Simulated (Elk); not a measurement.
Input and output of a self-consistent single point for AgBr (Fm-3m, 2 atoms in the cell) (Elk).

Method of the run: PBE, all-electron FP-LAPW, Elk's shipped species files, default APW+lo basis run with Elk 10.2.4.

The change in words: lattice scaled by 0.98. Reference geometry:
```yaml
crystal:
  lattice:
    - [0.00000, 2.88500, 2.88500]
    - [2.88500, 0.00000, 2.88500]
    - [2.88500, 2.88500, 0.00000]
  atoms:
    - { symbol: Ag, position: [0.00000, 0.00000, 0.00000] }
    - { symbol: Br, position: [0.50000, 0.50000, 0.50000] }
```

Reference input (self-consistent single point, DFT, PBE, all-electron FP-LAPW, Elk's shipped species files, default APW+lo basis): xctype = 20; rgkmax = 7; stype = 3; swidth = 0.00183747 Ha; ngridk = 10 10 10. This run's input differs from it in these lines:

```diff
@@ -16,3 +16,3 @@
 scale
-  7.710094168
+  7.555892284
```

Log, with long lists cut:

```
│ Self-consistent loop started │
│ Loop number : 1 │
 total energy                :     -7929.88408404
│ Loop number : 2 │
 total energy                :     -7929.92896939
RMS change in Kohn-Sham potential (target) :   0.1429763721     (  0.1000000000E-05)
Absolute change in total energy (target)   :   0.4488535481E-01 (  0.1000000000E-03)
│ Loop number : 3 │
 total energy                :     -7929.82162975
RMS change in Kohn-Sham potential (target) :   0.1411526932     (  0.1000000000E-05)
Absolute change in total energy (target)   :   0.9611830347E-01 (  0.1000000000E-03)
│ Loop number : 4 │
   [... lines left out ...]
Absolute change in total energy (target)   :   0.8922160728     (  0.1000000000E-03)
│ Loop number : 198 │
 total energy                :     -7927.51066966
RMS change in Kohn-Sham potential (target) :   0.5898912596E-01 (  0.1000000000E-05)
Absolute change in total energy (target)   :    10.47704754     (  0.1000000000E-03)
│ Loop number : 199 │
 total energy                :     -7921.84237918
RMS change in Kohn-Sham potential (target) :   0.4016878459E-01 (  0.1000000000E-05)
Absolute change in total energy (target)   :    3.049028602     (  0.1000000000E-03)
│ Loop number : 200 │
Reached self-consistent loops maximum

Energies :
 Fermi                       :     0.152399105110
 total energy                :     -7926.51741236

Density of states at Fermi energy :   0.1445387706E-01
 (states/Hartree/unit cell)

Estimated indirect band gap :   0.2413665086E-01
 from k-point      6 to k-point      1
Estimated direct band gap   :   0.9972521535E-01
 at k-point      1

Charges :
 core                        :    46.00000000
 valence                     :    36.00000000
 interstitial                :    2.666550387
 muffin-tins (core leakage)
  species :    1 (Ag)
   atom    1                 :    45.85156966     (  0.1302282726E-08)
  species :    2 (Br)
   atom    1                 :    33.48187995     (  0.2301803934E-04)
 total in muffin-tins        :    79.33344961
 total calculated charge     :    81.98855074
 total charge                :    82.00000000
 error                       :   0.1144925996E-01

│ Self-consistent loop stopped │
```

The run ended unconverged after 200 iterations. 

The starting cell has typed, rounded lattice constants, without a prior relaxation at this level. For this run, on top of that: lattice scaled by 0.98. Values depend on the basis (sphere radii, cutoffs, local orbitals), which need not be converged.

Cost on one core of a shared machine: roughly 90 s.
